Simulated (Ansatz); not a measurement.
Consider SnSe2 in the 2H-MoS2 type structure (space group P6_3/mmc, No. 194; a = 3.833 Å, c = 11.505 Å; a hypothetical phase, not in the database extracts checked; layered, stacked along the Cartesian z axis).

(Cell as relaxed with PBE-D3(BJ).)

Levels (all Ansatz, a first-principles code, PAW, earlier PAW set): PBE-D3(BJ) (420 eV, without spin-orbit coupling); PBEsol-D3(BJ) (420 eV, no SOC).

Each level relaxes its own structure.

```tsv
base	PBE-D3(BJ)	PBEsol-D3(BJ)
volume per atom	24.40 Å³	23.15 Å³
lattice parameter a	3.833 Å	3.769 Å
band gap	zero	zero
```

One thing is altered: a free-standing slab of 2 layers (6 atoms, 3 a layer) is cut normal to the stacking axis, with 15 Å of vacuum and the in-plane cell relaxed.

| quantity | PBE-D3(BJ) | PBEsol-D3(BJ) |
|---|---|---|
| shortest interatomic distance | 2.763 Å | [?] |
| excess energy per area of both faces (slab less bulk energy over the cell's area: twice a surface energy) (uncertain by up to 0.08 J/m²) | 0.6 J/m² | [?] |
| thickness between the outermost nuclei | 9.12 Å | [?] |

Problem. What does PBEsol-D3(BJ) give?

Solution. 
- shortest interatomic distance, PBEsol-D3(BJ): 2.725 Å
- excess energy per area of both faces (slab less bulk energy over the cell's area: twice a surface energy) (uncertain by up to 0.08 J/m²), PBEsol-D3(BJ): 0.9 J/m²
- thickness between the outermost nuclei, PBEsol-D3(BJ): 9.00 Å

PBE-D3(BJ)'s shortest interatomic distance lies 0.038 Å above PBEsol-D3(BJ)'s (1.4 %); PBE-D3(BJ)'s excess energy per area of both faces lies 0.3 J/m² below PBEsol-D3(BJ)'s; PBE-D3(BJ)'s thickness between the outermost nuclei lies 0.12 Å above PBEsol-D3(BJ)'s. Neither level is exact; PBEsol-D3(BJ) is the comparison here, not a measurement.

Slab and bulk use different k-meshes, which limits the precision of the excess energy. Whether these cells are dynamically stable was not tested. The final runs are not spin-polarised. The zero or small gap of SnSe2 can change with the level of theory.
